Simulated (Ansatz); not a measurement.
The (113) surface of germanium, 1 pair of surface atoms bonded, Si on all atoms bonded under the surface atoms, no caps (bottom of the slab: built like the top, H on every dangling bond, free)

All values below come from PBE (plane waves to 420 eV, PAW; Ansatz, a program for electronic structure).

Slab: 32 atoms, 12.6 Å thick at the start with caps and adatoms (thin: gaps and levels are the slab's own); k 4x4x1, smearing 0.025 eV, dipole-corrected; 4 atoms held, the rest relaxed; no symmetry held; no spin, no spin-orbit, no U. In PBE it is, or lies within 0.01 eV a 1x1 cell of, the lowest of the 2 structures of its composition computed so far; larger cells were not tried.

The gap of the slab on its k-mesh comes out as 0.45 eV. The highest filled level below the top vacuum level is 4.79 eV. The energy released by relaxation comes out as 1.70 eV and the cost comes out as about 70 core-minutes (a rough figure).
